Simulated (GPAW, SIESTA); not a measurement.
A GPAW input for a self-consistent single point of TeSe2 (P1, 3 atoms in the cell) (DFT LDA (Perdew-Wang 92), plane waves, GPAW PAW datasets LDA (gpaw-data 1.0.1)):

```python
from ase import Atoms
from ase.units import GPa
from gpaw import GPAW

atoms = Atoms(['Te', 'Se', 'Se'],
              cell=[[4.095323, -2.213418, 0.000000],
                    [4.095323, 2.213418, 0.000000],
                    [-0.148332, 0.000000, 5.350874]],
              scaled_positions=[[0.753991, 0.247109, 0.496078],
                                [0.007859, 0.770386, 0.836267],
                                [0.238150, 0.982505, 0.167655]],
              pbc=True)

calc = GPAW(mode={'name': 'pw', 'ecut': 550},
            xc='LDA',
            kpts={'size': (6, 6, 4), 'gamma': True},
            occupations={'name': 'fermi-dirac', 'width': 0.0},
            nbands=-4,
            convergence={'density': 1e-05, 'bands': -2},
            symmetry={'symmorphic': False, 'tolerance': 0.0005},
            maxiter=150,
            txt='-')

atoms.calc = calc

energy = atoms.get_potential_energy()
print('Energy (eV):', round(energy, 6))
forces = atoms.get_forces()
print('Forces (eV/Ang):')
print(forces.round(5))
stress = atoms.get_stress()
print('Stress (GPa, Voigt):', (stress / GPa).round(4))
```

### Question
Give the SIESTA input for the same structure, mesh, smearing and functional.

### Answer
One input that does it (others would too):

```
# files in the folder: Te.psml Se.psml (PseudoDojo LDA standard)
SystemName  TeSe2
SystemLabel TeSe2

NumberOfAtoms                3
NumberOfSpecies              2
%block ChemicalSpeciesLabel
  1 52 Te
  2 34 Se
%endblock ChemicalSpeciesLabel
LatticeConstant              1.0 Ang
%block LatticeVectors
     4.095323000   -2.213418000    0.000000000
     4.095323000    2.213418000    0.000000000
    -0.148332000    0.000000000    5.350874000
%endblock LatticeVectors
AtomicCoordinatesFormat      Ang
%block AtomicCoordinatesAndAtomicSpecies
     4.026243613   -1.121941743    2.654450872  1
     3.063119491    1.687790987    4.474759347  2
     4.974107895    1.647568755    0.897100780  2
%endblock AtomicCoordinatesAndAtomicSpecies

XC.functional                LDA
XC.authors                   PW92
PAO.BasisSize                DZP
PAO.EnergyShift              0.01 Ry
MeshCutoff                   400 Ry
%block kgrid.MonkhorstPack
    6   0   0  0.0
    0   6   0  0.0
    0   0   4  0.0
%endblock kgrid.MonkhorstPack
OccupationFunction           FD
ElectronicTemperature        10 K

MaxSCFIterations             150
SCF.Mixer.Method             Pulay
SCF.Mixer.Weight             0.1
SCF.Mixer.History            8
SCF.DM.Tolerance             1.0E-04
Diag.ParallelOverK           true
WriteForces                  true
```

Basis, cutoffs, solver keys and any potentials are the target program's own. This input uses DFT, LDA PW92, numerical atomic orbitals DZP, PseudoDojo LDA standard norm-conserving potentials (rewritten from UPF to PSML). LDA parametrisations can differ slightly between programs.

The starting cell comes from a database of computed structures (which also holds hypothetical and non-ambient phases and stackings), without a prior relaxation at this level. Its lattice was rescaled by a random factor within 2.5 % of one. For this run, on top of that: atoms moved at random.
